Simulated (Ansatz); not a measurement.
Seebeck coefficient (μV/K, mean over directions) of p-type BN (P6_3mc) against carrier density, Ansatz (a first-principles code) with r2SCAN, rigid bands. Computed gap 5.74 eV; densities at which minority carriers matter at this gap, or further valleys turn the trend, are left out. Conductivity mass 0.92 mₑ (harmonic mean over directions), N_v = 4.5e19 cm⁻³ at 300 K.

| hole density | 300 K | 500 K |
|---|---|---|
| 1e16 cm⁻³ | 941 | 1007 |
| 1e17 cm⁻³ | ? | 809 |
| 1e18 cm⁻³ | 545 | 611 |
| 3e18 cm⁻³ | 450 | ? |
| 1e19 cm⁻³ | 348 | ? |
| 3e19 cm⁻³ | 256 | 320 |
| 1e20 cm⁻³ | 163 | 221 |
| 3e20 cm⁻³ | 93 | 140 |
| 1e21 cm⁻³ | 45 | 76 |

Task: Complete the blanks.

Result: 
- 1e17 cm⁻³, 300 K: 743
- 3e18 cm⁻³, 500 K: 516
- 1e19 cm⁻³, 500 K: 413

Rigid bands with a gap fixed in temperature, one relaxation time for all states, no polarons or phonon drag, and whether or not such doping can be reached. Spin-orbit coupling is left out. Geometry: cell and atoms relaxed with PBEsol.
